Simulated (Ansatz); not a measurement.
Pressure series in YN

Start from YN in the rock salt structure (space group Fm-3m, No. 225).

```yaml
crystal:
  lattice:
    - [0.00000, 2.42808, 2.42808]
    - [2.42808, 0.00000, 2.42808]
    - [2.42808, 2.42808, 0.00000]
  atoms:
    - { symbol: Y, position: [0.00000, 0.00000, 0.00000] }
    - { symbol: N, position: [0.50000, 0.50000, 0.50000] }
```

Cell and atoms are relaxed at each pressure.

Calculations: PBEsol/PAW in Ansatz (a first-principles code), spin-orbit coupling left out.

```tsv
variant	band gap	shortest interatomic distance
base	0.08 eV	2.428 Å
pressure −2 GPa	0.10 eV	2.438 Å
pressure −1 GPa	0.09 eV	2.433 Å
pressure 4.5 GPa	zero	2.408 Å
pressure 9 GPa	zero	2.390 Å
pressure 15 GPa	zero	2.368 Å
pressure 22.5 GPa	zero	2.344 Å
pressure 30 GPa	zero	2.323 Å
```

A case with no gap was solved on a k-mesh chosen for an insulator, which is coarse for it. Load acts through the strain it causes; cell and atoms are relaxed under it. Whether these cells are dynamically stable was not tested. No other phases were tried under pressure. The final runs are not spin-polarised. Gaps under 0.05 eV, about the width of the smearing, are given as zero. A zero or small gap of YN can be the functional's error rather than a property of the material.
